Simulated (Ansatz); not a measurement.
Ru, response to strain

Consider Ru in the hcp (Mg type) structure (space group P6_3/mmc, No. 194; a = 2.6914 Å, c = 4.2489 Å; relaxed with 0.1 eV smearing).

Strains are applied to the cell and any free atomic positions relax.

Computed with PBEsol (Ansatz, a first-principles code; PAW; 420 eV plane waves; no spin-orbit coupling).

Candidates:
(a) isotropic strain +2.00 %
(b) isotropic strain −0.50 %
(c) isotropic strain +1.00 %
(d) isotropic strain −2.00 %
(e) isotropic strain −2.50 %

Notes on the quantities. energy relative to the base: free energy F.

### Question
Order them by energy relative to the base, lowest first.

### Answer
(b) isotropic strain −0.50 % (+3.3 meV/atom), (c) isotropic strain +1.00 % (+12 meV/atom), (a) isotropic strain +2.00 % (+48 meV/atom), (d) isotropic strain −2.00 % (+56 meV/atom), (e) isotropic strain −2.50 % (+89 meV/atom)

Whether these cells are dynamically stable was not tested. All final runs are without spin polarisation.
